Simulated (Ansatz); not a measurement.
Take SrO in the rock salt structure (space group Fm-3m, No. 225; a = 5.195 Å) as the base.

(Cell as relaxed with PBE.)

Levels (all Ansatz, a program for electronic structure, PAW): PBE (420 eV, scalar-relativistic without spin-orbit coupling); r2SCAN (500 eV, spin-orbit coupling left out).

Each level relaxes its own structure.

```json
[
 {"base": "volume per atom", "PBE": "17.53 Å³", "r2SCAN": "17.17 Å³"},
 {"base": "lattice parameter a", "PBE": "5.195 Å", "r2SCAN": "5.160 Å"},
 {"base": "band gap", "PBE": "3.33 eV", "r2SCAN": "3.80 eV"}
]
```

One thing is altered: cell and atoms relaxed at a pressure of 3 GPa.

| quantity | PBE | r2SCAN |
|---|---|---|
| valley order (the lowest conduction-band minima on the path, energy above the VBM, named in the base's zone) | X along ⟨100⟩ 3.31 eV; Γ 4.02 eV | ? |
| shift of the gap caused by the change | -0.01 eV | ? |
| electron mass | 1.2 mₑ along k, 0.40 mₑ across (at X) | ? |

What does r2SCAN give?


- valley order (the lowest conduction-band minima on the path, energy above the VBM, named in the base's zone), r2SCAN: X along ⟨100⟩ 3.79 eV; Γ 4.82 eV
- shift of the gap caused by the change, r2SCAN: -0.01 eV
- electron mass, r2SCAN: 1.2 mₑ along k, 0.39 mₑ across (at X)

Both order the valleys alike; the two agree on the shift of the gap caused by the change. Neither level is exact; r2SCAN is the comparison here, not a measurement.

Load acts through the strain it causes; cell and atoms are relaxed under it. Effective masses come from finite differences of ±0.01 Å⁻¹. Along k means along the line from Γ to the band edge. Stability against distortions was not tested.
